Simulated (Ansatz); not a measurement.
The starting structures come from a database of crystals and need not be the phases stable at ambient conditions.

**Evanescent states of InGaN2 (P3m1, not sure to be the ambient phase, 4 atoms a cell, 13.9 Å³ an atom, -5 GPa at this level) along the normal of (100)**

The numbers are results of r2SCAN (plane waves, PAW; Ansatz, a quantum-chemistry and plane-wave program), not measurements.

The gap is the functional's own. No spin-orbit coupling. Mid-gap values are interpolated on the energy grid.

Energies count from the valence-band top; κ is the least over a 10×6 mesh across the current.

```
E (eV)  κ (1/Å)  where
------  -------  -----
0.03      0.021      Γ
0.07      0.034      Γ
0.12      0.042      Γ
0.17      0.046      Γ
0.23      0.049      Γ
0.28      0.049      Γ
0.33      0.048      Γ
0.38      0.045      Γ
0.42      0.040      Γ
0.47      0.032      Γ
0.53      0.017      Γ
```

Q: How thick must the barrier be to attenuate the transmission by 10^4 when the electrodes' Fermi level lies at 0.53 eV, and what attenuation does that film give at 0.42 eV?

A: d = 4 ln 10 / (2 × 0.017) = 270.9 Å. At 0.42 eV it gives 4 × 0.040/0.017 = 9.4 decades.
